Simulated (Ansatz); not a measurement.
Relaxation of the outer planes of the (010) surface of MnP-type NiSi in its 1x1 cell (cut with top plane 2 Ni + 2 Si, bottom plane 2 Ni + 2 Si), outermost plane spacing 1.68 Å in the ideal cut.

Level of theory: PBE (plane waves to 420 eV, PAW; Ansatz, a program for electronic structure).

Slab: 36 atoms, Ni18Si18, 13.5 Å thick at the start; k 7x7x1, smearing 0.1 eV, dipole-corrected; all atoms relaxed; start symmetry kept, larger cells not searched; no spin (magnetic order not tried), no spin-orbit, no U.

| plane | atoms | bulk spacing to the next (Å) | relaxed spacing (Å) | change (%) | rumpling (Å) |
|---|---|---|---|---|---|
| 1 | 2 Si + 2 Ni | 1.682 | [?] | [?] | [?] |
| 2 | 2 Si + 2 Ni | 1.682 | 1.684 | 0.1 | 0.00 |

Task: Fill in the missing entries.

Result: 
- 1, relaxed spacing (Å): 1.584
- 1, change (%): -5.8
- 1, rumpling (Å): 0.08 (Si outermost)
